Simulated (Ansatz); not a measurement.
The parent structure is InSb in the zinc blende structure (space group F-43m, No. 216; a = 6.519 Å).

Perturbation: cell and atoms relaxed at a pressure of 9 GPa.

Levels (all Ansatz, a program for electronic structure, PAW): PBEsol (420 eV, scalar-relativistic without spin-orbit coupling); HSE06+SOC (420 eV, noncollinear with spin-orbit coupling).

The geometry is relaxed with PBEsol.

| Property | Value |
|---|---|
| PBEsol lowest conduction level above the VBM at special points | Γ 0.49 eV; L 0.71 eV; X 1.01 eV |
| PBEsol valence-band top at Γ | 0.00, 0.00, 0.00 eV |

Task: How does going to HSE06+SOC change the lowest conduction level above the VBM at special points and valence-band top at Γ?

Result: The lowest conduction level above the VBM at special points becomes Γ 1.09 eV; L 1.14 eV; X 1.31 eV (PBEsol: Γ 0.49 eV; L 0.71 eV; X 1.01 eV); the valence-band top at Γ (three highest Kramers pairs, from the VBM) changes from 0.00, 0.00, 0.00 eV to 0.00, 0.00, -0.87 eV. The threefold valence maximum splits by Δso ≈ 0.87 eV.

Single points use the geometry relaxed with PBEsol. Differences between runs with and without spin-orbit coupling are approximate. Spin-orbit coupling, missing from the scalar runs, can matter with Sb. The levels and masses belong to the bands next to the band gap. Load acts through the strain it causes; cell and atoms are relaxed under it. No phonon test of stability was made. Tetrahedral semiconductors of this kind turn to denser phases somewhere between about 1 and 50 GPa; those were not computed, so compressed cells here can lie past the real transition. The runs without spin-orbit coupling are not spin-polarised.
